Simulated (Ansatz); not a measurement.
**A constructed model of the (111) surface of fcc Rh, (√3x√3)R30° layer of Si, one a cell, in the other hollow (bottom of the slab: a bare face, its two planes held)**

The numbers are results of PBE (plane waves to 420 eV, PAW; Ansatz, a first-principles code), not measurements.

Slab: 19 atoms, 13.2 Å thick at the start; k 9x9x1, smearing 0.1 eV, dipole-corrected; 6 atoms held, the rest relaxed; start symmetry kept, larger cells not searched; no spin, no spin-orbit, no U. In PBE it is, or lies within 0.01 eV a 1x1 cell of, the lowest of the 2 structures of its composition computed so far; larger cells were not tried.

```json
{
  "work_function_of_the_top_face": "4.78 eV",
  "energy_released_by_relaxation": "0.87 eV",
  "cost": "very roughly 8 core-minutes"
}
```
